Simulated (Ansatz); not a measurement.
The parent structure is Sn in the diamond structure (space group Fd-3m, No. 227; a = 6.5688 Å). Axes: x, y, z lie along the cube axes.

Method: r2SCAN/PAW in Ansatz (a first-principles code), no SOC, earlier PAW set.

Strains are applied to the cell and any free atomic positions relax; under biaxial strain the out-of-plane vector relaxes too.

One change was made to it. Results:

The pressure (mean of the normal stresses, compression positive) goes from zero to 0.9 GPa; the energy rises by 3.3 meV/atom.

**Question.** Which change produced these results?
A) isotropic strain −1.86 %
B) biaxial strain +0.92 %, plane normal [110], relaxed out of plane
C) strain tensor (xx, yy, zz, yz, xz, xy) = (−1.13, −1.21, −1.05, −0.87, +0.11, −0.08) %
D) uniaxial strain ε_xx = +2.64 %
E) uniaxial strain ε_xx = −2.10 %

**Answer.** E, uniaxial strain ε_xx = −2.10 %. For comparison, the energy relative to the base in the other runs: isotropic strain −1.86 % gives +16 meV/atom; strain tensor (xx, yy, zz, yz, xz, xy) = (−1.13, −1.21, −1.05, −0.87, +0.11, −0.08) % gives +6.8 meV/atom; biaxial strain +0.92 %, plane normal [110], relaxed out of plane gives +1.6 meV/atom; uniaxial strain ε_xx = +2.64 % gives +5.0 meV/atom.

A biaxial case was relaxed in a doubled cell and then solved in the primitive one. No phonon test of stability was made. Gaps under 0.05 eV, about the width of the smearing, are given as zero.
